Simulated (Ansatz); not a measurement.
The starting structures come from a database of crystals and need not be the phases stable at ambient conditions.

 Where the default PAW files enter, the runs use the earlier of Ansatz's two default sets.

By PBEsol, the system below comes out a metal.

Given:

```xyz
2
Lattice="3.3545 0.0000 0.0000 -1.6773 2.9051 0.0000 0.0000 0.0000 5.4702" Properties=species:S:1:pos:R:3 pbc="T T T"
Sb     0.0000     1.9367     1.3675
Sb     1.6773     0.9684     4.1026
```

Space group of this cell: P6_3/mmc, hcp (Mg type). The cell is taken as given; by PBEsol its mean pressure is -1.3 GPa.

The current flows along the normal of the first two printed cell vectors, the (001) plane of the conventional cell. No spin-orbit coupling; the value is a mean over 0.1 eV about the Fermi level.

### Question
Predict the ballistic conductance per area from PBEsol run with Ansatz (a program for electronic structure).

### Answer
1.2 × 10¹⁵ S/m² for both spins.
